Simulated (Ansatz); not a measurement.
The parent structure is MgB$_{2}$ (space group P6/mmm, No. 191; a = 3.075 Å, c = 3.525 Å; relaxed with 0.1 eV smearing). Axes: x lies along a and z along c of the hexagonal cell.

Method: PBE (Ansatz, a quantum-chemistry and plane-wave program; PAW; 420 eV plane waves; no SOC).

Strains are applied to the cell and any free atomic positions relax.

One change was made to it. Results:

| quantity | base | after |
|---|---|---|
| energy relative to the base (free energy F) | 0 meV/atom | +1.8 meV/atom |
| pressure (mean of the normal stresses, compression positive) | 0.0 GPa | 1.7 GPa |
| shortest interatomic distance | 1.776 Å | 1.776 Å |

**Question.** What was done to the base?
A. uniaxial strain ε_zz = +3.00 %
B. uniaxial strain ε_zz = −2.50 %
C. uniaxial strain ε_zz = −1.50 %
D. uniaxial strain ε_zz = +2.00 %

**Answer.** C, uniaxial strain ε_zz = −1.50 %. For comparison, the energy relative to the base in the other runs: uniaxial strain ε_zz = +2.00 % gives +3.1 meV/atom; uniaxial strain ε_zz = −2.50 % gives +5.1 meV/atom; uniaxial strain ε_zz = +3.00 % gives +7.0 meV/atom.

Whether these cells are dynamically stable was not tested. All final runs are without spin polarisation.
